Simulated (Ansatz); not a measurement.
Start from LiNbO3 (space group R3c, No. 161).

```
CELL_PARAMETERS angstrom
      2.53373     1.46285     4.56243
     -2.53373     1.46285     4.56243
      0.00000    -2.92570     4.56243
ATOMIC_POSITIONS crystal
  Li 0.28114 0.28114 0.28114
  Li 0.78114 0.78114 0.78114
  Nb 0.99752 0.99752 0.99752
  Nb 0.49752 0.49752 0.49752
  O  0.10552 0.36572 0.71719
  O  0.71719 0.10552 0.36572
  O  0.36572 0.71719 0.10552
  O  0.21719 0.86572 0.60552
  O  0.86572 0.60552 0.21719
  O  0.60552 0.21719 0.86572
```

Cartesian axes are those of the cell as printed.

Computed with Ansatz (an electronic-structure program), LDA, PAW, cutoff 420 eV, scalar-relativistic without spin-orbit coupling.

Modification: the cell is compressed by 1.50 % along x with no lateral relaxation, atoms relaxed at fixed cell.

Question: Predict the stress tensor and what it implies for the stiffness.

Answer: Stress of the strained cell less that of the base (GPa, compression positive):
```
   3.40    0.00    0.00
   0.00    1.10    0.05
   0.00    0.05    1.27
```

Then −Δσ_ii/ε with ε = -0.0150 gives secant stiffness values (nonlinear terms included at this strain): C11 ≈ 227 GPa, C12 ≈ 73 GPa and C13 ≈ 85 GPa.

Whether these cells are dynamically stable was not tested.
